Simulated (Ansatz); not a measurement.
Base system: a 12-atom supercell of ZrO$_{2}$ (space group P4_2/nmc, No. 137; a = 3.621 Å, c = 5.283 Å) at its relaxed geometry.

The values are results of PBE (Ansatz, an electronic-structure program, PAW, no spin-orbit coupling), not measurements.

One neutral defect a cell, atoms relaxed at fixed cell.

One change was made to it. Results:

The pressure goes from zero to -2.2 GPa; the largest displacement of a host atom from its site in the perfect cell is 0.15 Å.

**Question.** What was done to the base?
A. Zr on a O site (antisite)
B. Zr vacancy
C. O vacancy

**Answer.** C, O vacancy. For comparison, the largest displacement of a host atom from its site in the perfect cell in the other runs: Zr vacancy gives 0.33 Å; Zr on a O site (antisite) gives 1.39 Å.

Other magnetic orders, which the real material may have, were not ruled out. In so small a cell the defect repeats every few ångströms: this is an ordered compound, not a dilute defect. A case with no gap was solved on a k-mesh chosen for an insulator, which is coarse for it. Seeded moments were not kept for O vacancy and Zr on a O site (antisite). This is not the structure that ZrO2 has at room temperature and ambient pressure.
